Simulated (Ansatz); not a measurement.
The parent structure is TiC in the rock salt structure (space group Fm-3m, No. 225; a = 4.329 Å; relaxed with 0.1 eV smearing). Axes: x, y, z lie along the cube axes.

Computed with Ansatz (a first-principles code), r2SCAN, PAW, cutoff 500 eV, without spin-orbit coupling, earlier PAW set.

Perturbation: uniaxial strain ε_yy = −3.76 %, all other strain components held at zero, atoms relaxed at fixed cell.

Task: Predict the stress tensor and what it implies for the stiffness.

Result: Stress of the strained cell less that of the base (GPa, compression positive):
```
    5.2     0.0     0.0
    0.0    24.5     0.0
    0.0     0.0     5.2
```

Then −Δσ_ii/ε with ε = -0.0376 gives secant stiffness values (nonlinear terms included at this strain): C22 ≈ 652 GPa, C12 ≈ 138 GPa and C23 ≈ 138 GPa.

As a check, the harmonic strain energy −½ V₀ Δσ:ε is 29 meV/atom; the computed energy rise is 27 meV/atom.

Whether these cells are dynamically stable was not tested. All final runs are without spin polarisation.
